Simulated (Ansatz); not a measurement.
Pressure series in Sn

Consider Sn in the diamond structure (space group Fd-3m, No. 227).

Sn is taken in the cubic space group Fd-3m, origin choice 1 (No. 227), the diamond structure, Pearson symbol cF8. Conventional cell: a = 6.6554 Å, b = 6.6554 Å, c = 6.6554 Å, α = 90.00°, β = 90.00°, γ = 90.00°. Sn on 8b sees 4 Sn at 2.882 Å (tetrahedral). (Neighbours: up to the widest gap in distance over summed covalent radii, below 1.35, at either atom.)
(The calculation used a cell of 2 atoms; values per cell refer to that cell.)

Cell and atoms are relaxed at each pressure.

Levels (all Ansatz, a first-principles code, PAW): PBE (420 eV, scalar-relativistic without spin-orbit coupling); r2SCAN (500 eV, scalar-relativistic without spin-orbit coupling).

The base cell above is that of PBE; each level relaxes its own structures.

| case | lattice parameter a, PBE | lattice parameter a, r2SCAN |
|---|---|---|
| pressure −2 GPa | 6.803 Å | 6.685 Å |
| pressure −1 GPa | 6.724 Å | 6.621 Å |
| pressure 3 GPa | 6.501 Å | 6.436 Å |
| pressure 7 GPa | 6.353 Å | 6.305 Å |
| pressure 15 GPa | 6.151 Å | 6.121 Å |
| pressure 30 GPa | 5.913 Å | 5.896 Å |
| pressure 50 GPa | 5.708 Å | 5.698 Å |
| pressure 75 GPa | 5.530 Å | 5.525 Å |
| pressure 100 GPa | 5.399 Å | 5.396 Å |

PBE lies above r2SCAN in every row, by 0.003 Å to 0.118 Å. They put the cases in the same order.

Load acts through the strain it causes; cell and atoms are relaxed under it. No phonon test of stability was made. Tetrahedral semiconductors of this kind turn to denser phases somewhere between about 1 and 50 GPa; those were not computed, so compressed cells here can lie past the real transition.
